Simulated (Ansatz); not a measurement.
Results of LDA (PAW; Ansatz, a first-principles code) for TiC2 (model structure, P6/mmm, No. 191, 3 atoms in the cell).

Run with plane-wave cutoff 520 eV, 24×24×16 k mesh (along the axes of the cell as run), Fermi–Dirac smearing 0.05 eV, no spin polarisation, scalar-relativistic PAW data made under PBE.

Cell (relaxed at this level):

```xyz
3
Lattice="2.6421 0.0000 0.0000 -1.3210 2.2881 0.0000 0.0000 0.0000 3.7164" Properties=species:S:1:pos:R:3 pbc="T T T"
Ti     0.0000     0.0000     0.0000
C      0.0000     1.5254     1.8582
C      1.3210     0.7627     1.8582
```

Question: What does this level give for the bulk modulus B0?

Answer: 
- bulk modulus B0 = 267 GPa

Note: the bulk modulus is −V dP/dV from two relaxed cells at ±2 % in volume; the relaxation could raise the start's symmetry but not lower it, so the cell can be a saddle point.

Static lattice: no zero-point or thermal effects.

Computing time: roughly 2.4 core-minutes.

A model structure was made by putting elements into a prototype or built by hand; it is no filed structure, need not be a known phase, and can be a saddle point held by its symmetry.
